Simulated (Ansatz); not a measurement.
## Effect of isotropic strain −1.51 % on CdSe

The reference is CdSe in the wurtzite structure (space group P6_3mc, No. 186; a = 4.3400 Å, c = 7.0780 Å).

It is then changed as follows: every lattice vector is shortened by 1.51 %; the atoms relax in the strained cell.

Calculations: r2SCAN (Ansatz, a first-principles code, PAW, spin-orbit coupling left out). Settings: 9×9×5 k-points, 0.05 eV Fermi–Dirac smearing.

The volume per atom decreases by 1.288 Å³ (28.86 Å³ → 27.58 Å³) and the space group remains P6_3mc (No. 186). The shortest interatomic distance falls by 0.0752 bohr to 4.942 bohr and the energy grows by 10 meV/atom. The band gap grows by 0.108 eV (1.11 eV → 1.21 eV) and the gap character remains direct at Γ. The mean gap deformation potential ΔEg/Δln V is -2.4 eV and the electron mass changes from 0.093 mₑ along c, 0.10 mₑ across (at Γ) to 0.098 mₑ along c, 0.11 mₑ across (at Γ). The valence-band top at Γ (three highest levels, from the VBM) changes from 0.00, 0.00, -0.04 eV to 0.00, 0.00, -0.05 eV.

Cost of the whole job for the changed cell (relaxation, final SCF and bands): roughly 2.7 core-minutes.

Effective masses come from finite differences of ±0.01 Å⁻¹. Gaps are read on the SCF mesh and a high-symmetry path. Stability against distortions was not tested.
